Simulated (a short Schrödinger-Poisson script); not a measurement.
Structure: MOS inversion layer, Si3N4 on p-type Si(111), at 300 K.

From the gate side: 1.7 nm Si3N4; 1400 nm Si, acceptors 8.9e16 cm⁻³.

The device is made up for the run: typed textbook-type constants, with dimensions and the other settings drawn at random. Si3N4: permittivity 7.5, conduction-band edge (eV) 1.95, gap (eV) 5.1, electron mass (mₑ) 0.5. Si: permittivity 11.7, conduction-band edge (eV) 0, gap (eV) 1.124, Nv at 300 K (cm⁻³) 3.1e19.

Channel valleys (confinement mass, in-plane density-of-states mass, number): Δ6 0.258, 0.358, 6. At the gate the conduction-band edge of layer 1 lies 2.43 eV − eVg above the Fermi level of the channel; the field vanishes at the back. Gaps are held at their typed values at every temperature. Mesh 0.03 nm at interfaces.

From a short Schrödinger-Poisson script (our own, NumPy): 1D Poisson equation in equilibrium, electrons quantum, Hartree (BenDaniel-Duke, 12 states a valley, the channel's in-plane mass for all, wave functions ending at the dielectric), parabolic valleys, classical holes, full ionisation, no traps, pinning or gate leakage.

```tsv
Vg (V)	electrons (cm⁻²)	C (μF/cm²)	Δ6 E0 (meV from the Fermi level)
0.35	2.31e9	0.108	242.0
0.4	1.38e10	0.167	195.6
0.45	7.21e10	0.424	152.6
0.5	2.60e11	0.920	119.1
0.55	6.07e11	1.35	96.7
0.6	1.07e12	1.62	81.5
0.65	1.60e12	1.81	70.5
0.7	2.19e12	1.94	61.8
0.75	2.81e12	2.05	54.8
0.8	3.46e12	2.13	48.9
0.85	4.14e12	2.20	43.7
0.9	4.83e12	2.26	39.2
0.95	5.55e12	2.31	35.1
1	6.27e12	2.36	31.4
1.05	7.01e12	2.39	28.0
1.1	7.77e12	2.43	24.9
1.15	8.53e12	2.46	21.9
1.2	9.30e12	2.49	19.2
```

Gate voltages with under 1e9 electrons/cm² are left out.

Task: At Vg = 1.2 V the lowest Δ6 subband lies at 19.2 meV from the Fermi level. How many electrons does it hold, and what share of all?

Result: The two-dimensional density of states is g m/(πħ²) = 8.97e11 cm⁻² meV⁻¹ (both spins), kT = 25.9 meV, so n = D kT ln(1 + exp(−E/kT)) = 9.04e12 cm⁻², 0.97 of the 9.30e12 cm⁻² in all.

Task: Compare the slope of the sheet density between 1.1 and 1.2 V with the geometric capacitance of the layers between gate and channel.

Result: q Δn/ΔV = 2.45 μF/cm²; ε0/Σ(t/ε) = 3.91 μF/cm². The ratio is 0.63: the channel acts as a further capacitance in series.
